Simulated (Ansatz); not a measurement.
**GaP under load (space group F-43m): band-edge transport data**

Here is the system:

```xyz
2
Lattice="0.0000 2.7348 2.7348 2.7348 0.0000 2.7348 2.7348 2.7348 0.0000" Properties=species:S:1:pos:R:3 pbc="T T T"
Ga     0.0000     0.0000     0.0000
P      1.3674     1.3674     1.3674
```

All values below come from PBE with spin-orbit coupling, rigid bands (plane waves, PAW; Ansatz, a quantum-chemistry and plane-wave program). Condition of this run: hydrostatic pressure of -1.4 GPa (compression positive) (the target of the relaxation). Cell: cell and atoms relaxed with PBEsol, then loaded as said.

```yaml
band_gap: 1.58 eV
electron conductivity mass (300 K, dilute): 0.32 mₑ
hole conductivity mass (300 K, dilute): 0.50 mₑ
effective density of states N_c (300 K): 4.5e19 cm⁻³
effective density of states N_v (300 K): 2.4e19 cm⁻³
density_of_states_mass_electrons: 1.48 mₑ
density_of_states_mass_holes: 0.97 mₑ
Seebeck coefficient, n-type 1e19 cm⁻³, 300 K: -362 μV/K
best n-type power factor at 300 K for τ = 10 fs (best axis; densities from 1e16 to 1e21 cm⁻³ tried, whether or not they can be reached): 30 μW/(cm·K²) at 3e20 cm⁻³
Seebeck coefficient, p-type 1e19 cm⁻³, 300 K: 322 μV/K
best p-type power factor at 300 K for τ = 10 fs (best axis; densities from 1e16 to 1e21 cm⁻³ tried, whether or not they can be reached): 14.9 μW/(cm·K²) at 3e20 cm⁻³
```

Rigid bands; masses and Seebeck coefficients take one relaxation time τ for all states and one kind of carrier; polarons and phonon drag are left out. Geometry: cell and atoms relaxed with PBEsol.
